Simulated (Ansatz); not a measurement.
Functionals compared on the (223) surface of tetragonal indium in its 1x1 cell, outermost plane spacing 0.48 Å in the ideal cut, in Ansatz (plane waves, PAW). The structure was relaxed with PBE; the other rows are single points on it. Cutoff 420 eV (500 eV for r2SCAN).

Model: 22-atom slab, 10.1 Å thick at the start (thin: gaps and levels are the slab's own), 8x3x1 mesh, Fermi-Dirac 0.1 eV, dipole correction, all atoms relaxed; held to the part of the start's symmetry that mesh and held atoms allow; no spin, no spin-orbit, no U. These notes are the PBE run's.

| functional | work function of the top face (eV) | rough cost of the single point |
|---|---|---|
| PBE | 3.81 | – |
| LDA | 4.09 | roughly 4 core-minutes |
| PBEsol | (withheld) | roughly 4 core-minutes |
| RPBE | 3.69 | around 5 core-minutes (rough) |
| r2SCAN | 3.94 | roughly 8 core-minutes |

Question: Fill in the missing entries.

Answer: 
- PBEsol, work function of the top face (eV): 3.89

Ansatz is a quantum-chemistry and plane-wave program.
